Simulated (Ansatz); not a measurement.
Base system: Mo in the bcc (W type) structure (space group Im-3m, No. 229; a = 3.151 Å; relaxed with 0.1 eV smearing). Axes: x, y, z lie along the cube axes.

Method: Ansatz (a first-principles code) r2SCAN, no SOC.

Base values:

* **Volume per atom**: 15.64 Å³

The change: biaxial strain −2.50 %, plane normal [111], relaxed out of plane (Cartesian); in-plane vectors clamped, the third vector and the atoms free.

### Question
Predict the new energy relative to the base and volume per atom.

### Answer
The energy grows by 26 meV/atom; the volume per atom shrinks by 0.37 Å³ (15.64 Å³ → 15.27 Å³).

Stability against distortions was not tested. The final runs are not spin-polarised.
